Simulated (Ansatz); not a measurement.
The starting structures come from a database of crystals and need not be the phases stable at ambient conditions.

Inside the gap of an insulator the Bloch states are evanescent, with a wavenumber k + iκ along the transport direction.

```xyz
8
Lattice="4.8863 0.0000 0.0000 0.0000 12.9721 0.0000 2.4431 4.3240 1.4106" Properties=species:S:1:pos:R:3 pbc="T T T"
Li     0.0000     6.4860     0.0000
As     0.0000     0.0000     0.0000
F      3.8583     5.3302     1.2653
F      3.4711    11.9659     0.1453
F      4.3045    13.9783     1.2982
F      3.0249     3.3179     0.1123
F      1.6097     5.3302     0.2576
F      5.7197    11.9659     1.1530
```

Space group of this cell: R-3. The cell is taken as given.

Transport runs along the normal of the first two printed cell vectors, the (100) plane of the conventional cell.

The gap is the functional's own. No spin-orbit coupling. Mid-gap values are interpolated on the energy grid.

Q: State the band gap and the smallest decay constant κ at mid-gap according to r2SCAN in Ansatz (an electronic-structure program).

A: Gap 6.65 eV on a 20×20×20 mesh; κ = 0.593 1/Å, at the zone centre.
